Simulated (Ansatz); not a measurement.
Amorphous La$_{36}$O$_{54}$, 90 atoms at 6.21 g/cm³, one PBE-relaxed geometry, zone centre. Methods: PBE, scalar-relativistic without spin-orbit coupling (Ansatz, a first-principles code); r2SCAN, scalar-relativistic without spin-orbit coupling (Ansatz). Plane waves to 420 eV (r2SCAN 500 eV). At PBE the levels at the filled edge of the gap are localised (band-tail or defect states). All rungs ran without spin polarisation.

A CHGNet melt-quench gave the starting glass, which DFT then relaxed. O atoms were pushed apart under 1.9 Å during the dynamics, to hinder bonds among them. The hot cell started wider than the set density and was brought back towards it in steps. It is the lowest in DFT energy of 4 quenches. It is a model cell: composition and starting density were chosen by hand, and all elements were melted together. No dispersion term was used. Its density started from a set value of 5.84 and ended at 6.21 g/cm³. Cooling (nominally 70 K/ps over its main leg) ran many orders faster than in experiment, which tends to leave more defects and strain. Values belong to this one cell and scatter from quench to quench. The volume was free in the relaxation, at fixed shape. Stress components on the final sampling reach 1.6 GPa.

The relaxation ran on the zone centre alone. At PBE the level gap is 3.36 eV on a 2×2×2 Γ-centred mesh, and the spacing at the zone centre alone 3.36 eV.

**Question.** What zone-centre spacing does r2SCAN give, roughly?

**Answer.** 3.75 eV (+0.40 eV against PBE).

The highest filled and the lowest empty state spread over these numbers of atoms (participation numbers): PBE: 18.0 and 43.6; r2SCAN: 17.2 and 39.5.
